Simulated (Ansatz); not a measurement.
Band structure of BaP2Os2 (I4/mmm, 5 atoms in the cell).

```
CELL_PARAMETERS angstrom
     -2.02953     2.02953     6.16354
      2.02953    -2.02953     6.16354
      2.02953     2.02953    -6.16354
ATOMIC_POSITIONS crystal
  Ba 0.00000 0.00000 0.00000
  P  0.65708 0.65708 0.00000
  P  0.34292 0.34292 0.00000
  Os 0.25000 0.75000 0.50000
  Os 0.75000 0.25000 0.50000
```

Method: PBEsol, PAW files made with PBE (plane waves; Ansatz, an electronic-structure program).

Settings: kpoints.mp_grid.grid = 7 7 7; hamiltonian.xc = pbesol; hamiltonian.pseudopotentials = {kind: paw} (the program's default PAW files); scf.occupations.method = fermi_dirac; scf.occupations.width = 0.0037 Ry; kpoints.band_path.npoints = 8.

The starting cell comes from a database of computed structures (which also holds hypothetical and non-ambient phases and stackings), without a prior relaxation at this level. Spin-orbit coupling is off. Spin polarisation is off.

Levels in eV from the Fermi level, bands 23 to 30:
```json
[
 {"point": "Γ", "23": "-1.18", "24": "-0.12", "25": "0.07", "26": "0.07", "27": "0.49", "28": "2.13", "29": "2.23", "30": "3.06"},
 {"point": "X", "23": "-2.69", "24": "-1.52", "25": "-1.30", "26": "-0.64", "27": "-0.64", "28": "-0.37", "29": "2.16", "30": "2.19"},
 {"point": "Y", "23": "-2.66", "24": "-1.42", "25": "-1.40", "26": "-0.66", "27": "-0.47", "28": "-0.34", "29": "2.13", "30": "2.21"},
 {"point": "S", "23": "-2.21", "24": "-2.18", "25": "-1.52", "26": "-0.48", "27": "0.93", "28": "1.74", "29": "1.98", "30": "2.48"},
 {"point": "Z", "23": "-0.42", "24": "-0.02", "25": "0.28", "26": "0.47", "27": "0.47", "28": "1.91", "29": "2.23", "30": "3.78"},
 {"point": "S1", "23": "-2.21", "24": "-2.18", "25": "-1.52", "26": "-0.48", "27": "0.93", "28": "1.74", "29": "1.98", "30": "2.48"},
 {"point": "N", "23": "-2.46", "24": "-2.24", "25": "-1.18", "26": "-1.06", "27": "1.09", "28": "1.63", "29": "2.04", "30": "2.76"},
 {"point": "P", "23": "-2.83", "24": "-1.55", "25": "-0.83", "26": "-0.83", "27": "-0.64", "28": "-0.64", "29": "2.19", "30": "2.19"},
 {"point": "Y1", "23": "-2.66", "24": "-1.42", "25": "-1.40", "26": "-0.66", "27": "-0.47", "28": "-0.34", "29": "2.13", "30": "2.21"}
]
```

Bands cross the Fermi level along this path, so the cell is metallic at this level.

Keys are those of Ansatz 0.2.
